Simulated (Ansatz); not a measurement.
Structures of equal composition on the (000-1) surface of wurtzite ZnO (O plane on top): 2x2 Mg adatom at H3; 2x2 Mg adatom at T4. The slabs share one bottom face, and each structure is named by its start. These are constructed structures in small cells; real faces may alloy, dewet or reconstruct in larger ones, and not all known structures of the face are among them. Slabs of about 14 Å with all that they carry, Fermi-Dirac smearing of 0.025 eV. Bottom of the slabs: H caps. Relaxed from the named starts with such symmetry as they have, on meshes of like density; energies extrapolated to zero smearing; no spin-orbit coupling, no U. Spin-polarised runs, if any, are marked in brackets, and their order is one that fits the cell; the others ran without spin. Where a second, spin-polarised start was run, the lower counts.

Host crystal: wurtzite ZnO, with a band gap (PBE, scalar-relativistic without spin-orbit coupling).

These are r2SCAN, at the PBE geometry (plane waves to 500 eV, PAW; Ansatz, a first-principles code) values and carry that method's errors.

**Question.** Rank these by energy per 1x1 cell (lowest first), as r2SCAN, at the PBE geometry gives it.

**Answer.** 2x2 Mg adatom at H3 (0.000 eV, gap 0.62 eV on the mesh), 2x2 Mg adatom at T4 (0.217 eV, gap 0.42 eV on the mesh)
